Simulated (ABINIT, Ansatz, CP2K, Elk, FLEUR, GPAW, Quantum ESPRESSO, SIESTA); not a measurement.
Code comparison for KMgH3 (Pm-3m, 5 atoms in the cell)

Self-consistent single point.

```
KMgH3
1.0
    3.98810     0.00000     0.00000
    0.00000     3.98810     0.00000
    0.00000     0.00000     3.98810
K Mg H
1 1 3
Direct
  0.00000   0.00000   0.00000
  0.50000   0.50000   0.50000
  0.50000   0.00000   0.50000
  0.00000   0.50000   0.50000
  0.50000   0.50000   0.00000
```

All programs got the same cell, k-point mesh and kind of occupations (some realise fixed ones as a very narrow smearing) (in Ansatz's words: kpoints.mp_grid.grid = 4 4 4; scf.occupations.method = fixed); potentials, basis and cutoffs are each program's usual ones.

| code | model | pressure (GPa) | gap on the mesh (eV) | k-points | cutoff |
|---|---|---|---|---|---|
| FLEUR | LDA (Perdew-Zunger), all-electron FLAPW (FLEUR), scalar-relativistic valence | – | 2.146 | 10 | Kmax 4.4 1/bohr |
| CP2K | LDA (Pade form), GPW, DZVP-MOLOPT-SR-GTH basis, GTH-PADE potentials (GTH_POTENTIALS) | -3.69 | 0.183 | 36 | grid 1000 Ry |
| Ansatz | LDA (PW92), PAW files made with PBE | -2.14 | 2.146 | 10 | default |
| Quantum ESPRESSO | LDA (PZ), GBRV 1.5 ultrasoft (LDA) pseudopotentials | -2.73 | 2.144 | 10 | 40 Ry |
| ABINIT | LDA (PW92), PAW (JTH v2.0 LDA PAW) | -1.93 | 2.152 | 10 | 30 Ha |
| GPAW | LDA (Perdew-Wang 92), GPAW PAW datasets LDA (gpaw-data 1.0.1) | -2.08 | 2.149 | 10 | 850 eV |
| Elk | LDA (PW92), all-electron FP-LAPW, Elk's shipped species files, APW+lo basis with extra local orbitals | – | 2.124 | 10 | rgkmax 7.5 |
| SIESTA | LDA PW92, numerical atomic orbitals TZP, PseudoDojo LDA standard norm-conserving potentials (rewritten from UPF to PSML) | -1.80 | 1.872 | 44 | grid 400 Ry |

A dash marks a value that a program does not give, or that is left out as unsure.

Gaps are read on the mesh.

The spread over the programs that give each value: pressure within 1.89 GPa; gap on the mesh within 1.969 eV.

The starting cell comes from a database of computed structures (which also holds hypothetical and non-ambient phases and stackings), without a prior relaxation at this level.

Problem. Why do the programs differ, and what cannot be compared?

Solution. Differences of this kind can come from the potentials, where these differ, and from what each basis and cutoff leave unconverged. The zero of total energies and Fermi levels follows the potentials and each program's conventions, so they are not compared here. CP2K and SIESTA use small atom-centred bases, whose incompleteness enters pressures, forces and empty levels differently from a plane-wave cutoff. FLEUR and Elk treat all electrons, but the usual bases taken here (sphere radii, linearisation, local orbitals, empty states) were not tested for convergence, so the values are no reference for the others. Ansatz's pressure is given at a fixed set of plane waves, as the other plane-wave codes print theirs; with its correction for the finite basis it is -2.08 GPa. The same LDA comes in different parametrisations, which differ slightly. The programs reduce the same mesh by symmetry to different extents, which changes the work and not the result. In the pressure, CP2K (by 1.57) lies more than 1 GPa from the median of the plane-wave programs. In the gap, CP2K (by 1.964) and SIESTA (by 0.276) lie more than 0.12 eV from the median of the plane-wave programs.

Ansatz is an electronic-structure program.

Keys are those of Ansatz 0.2.
